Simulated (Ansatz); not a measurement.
Pressure series in Ge

Consider Ge in the diamond structure (space group Fd-3m, No. 227; a = 5.6744 Å).

Cell and atoms are relaxed at each pressure.

Computed with Kohn–Sham DFT with the r2SCAN functional, run in Ansatz (a program for electronic structure) with PAW and 500 eV plane waves, scalar-relativistic without spin-orbit coupling.

Computed cases, in order: pressure −2 GPa; pressure −1 GPa; 0 GPa (base); pressure 0.9 GPa; pressure 2.1 GPa; pressure 4.5 GPa; pressure 9 GPa; pressure 15 GPa; pressure 22.5 GPa; pressure 30 GPa.

Question: Between which two neighbouring cases does the gap turn between direct and indirect?

Answer: Between pressure 0.9 GPa (0.48 eV, direct at Γ) and pressure 2.1 GPa (0.53 eV, indirect, Γ → L). The whole series: pressure −2 GPa: 0.06 eV, direct at Γ; pressure −1 GPa: 0.22 eV, direct at Γ; 0 GPa (base): 0.36 eV, direct at Γ; pressure 0.9 GPa: 0.48 eV, direct at Γ; pressure 2.1 GPa: 0.53 eV, indirect, Γ → L; pressure 4.5 GPa: 0.63 eV, indirect, Γ → L; pressure 9 GPa: 0.65 eV, indirect, Γ → a point along ⟨100⟩, about 0.9 Å⁻¹ from Γ; pressure 15 GPa: 0.57 eV, indirect, Γ → a point along ⟨100⟩, about 0.9 Å⁻¹ from Γ; pressure 22.5 GPa: 0.47 eV, indirect, Γ → Γ–X (80 % along); pressure 30 GPa: 0.38 eV, indirect, Γ → Γ–X (81 % along).

Load acts through the strain it causes; cell and atoms are relaxed under it. Whether these cells are dynamically stable was not tested. The real Ge has an indirect gap at ambient pressure; r2SCAN orders its close-lying valleys differently. Measured, Ge leaves this structure (for the β-tin structure) near 10.6 GPa (room temperature; as listed in arXiv:1906.07825). The zero or small gap of Ge under pressure −2 GPa and Ge under pressure −1 GPa can change with the level of theory.
